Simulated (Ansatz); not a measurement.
Data:

```yaml
crystal:
  lattice:
    - [2.69349, 0.00000, 0.00000]
    - [0.00000, 5.98661, 0.00000]
    - [0.00000, 2.99330, 2.99330]
  atoms:
    - { symbol: Si, position: [0.50000, 0.50000, 0.00000] }
    - { symbol: Si, position: [0.00000, 0.00000, 0.00000] }
    - { symbol: O, position: [0.00000, 0.30684, 0.38632] }
    - { symbol: O, position: [0.00000, 0.69316, 0.61368] }
    - { symbol: O, position: [0.50000, 0.19316, 0.00000] }
    - { symbol: O, position: [0.50000, 0.80684, 0.00000] }
```

Space group of this cell: P4_2/mnm, rutile. The cell is taken as given; by r2SCAN its mean pressure is -9.6 GPa.

Computed with r2SCAN (plane waves, PAW; Ansatz, a program for electronic structure).

The current runs along the normal of the first two printed vectors; no spin-orbit coupling. Scaled by the factor s: both lengths across the current (ions clamped). Meshes 12×10×10 and 12×6 across the current in all rows.

| s | mean pressure (GPa) | slowest mid-gap decay constant κ (1/Å) |
|---|---|---|
| 0.98 | 4.1 | ? |
| 1.00 | -9.6 | 0.415 |
| 1.02 | -20.7 | 0.387 |

Take the slope of the slowest mid-gap decay constant κ against ln s from the two given rows, extrapolate to s = 0.98, and say what the run there gives.

Slope = (0.387 − 0.415) / ln 1.02 = -1.41 1/Å. The line gives 0.415 + (-1.41) × ln 0.98 = 0.444 1/Å. The run gives 0.440 1/Å, 0.004 1/Å under the line, 12 % of the predicted step.
